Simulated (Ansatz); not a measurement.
The starting structures come from a database of crystals and need not be the phases stable at ambient conditions.

By PBEsol, the system below comes out a metal.

A figure of merit of an interconnect metal is its ballistic conductance per area.

Data:

```
CELL_PARAMETERS angstrom
      2.69123     0.00000     0.00000
     -1.34561     2.33067     0.00000
      1.34561     0.77689     2.13146
ATOMIC_POSITIONS crystal
  Rh 0.00000 0.00000 0.00000
```

The cell is strained (lengths along the current scaled by 0.97, ions clamped); by PBEsol it stands under a pressure of 3.4 GPa.

The current flows along the normal of the first two printed cell vectors, the (111) (indices of the unstrained crystal) plane of the conventional cell. No spin-orbit coupling; the value is a mean over 0.1 eV about the Fermi level.

### Question
Estimate the ballistic conductance per area that PBEsol run with Ansatz (an electronic-structure program) returns for this system.

### Answer
2.2 × 10¹⁵ S/m² for both spins.
